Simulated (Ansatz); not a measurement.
Base system: Cu in the fcc (Cu type) structure (space group Fm-3m, No. 225; a = 3.5179 Å).

Method: LDA (Ansatz, an electronic-structure program), no spin-orbit coupling.

Before the change:

- Shortest interatomic distance = 2.488 Å

One thing is altered: a negative pressure, −2 GPa.

Task: Predict the new shortest interatomic distance.

Result: The shortest interatomic distance increases by 0.009 Å (2.488 Å → 2.497 Å).

Load acts through the strain it causes; cell and atoms are relaxed under it. Whether these cells are dynamically stable was not tested. All final runs are without spin polarisation.
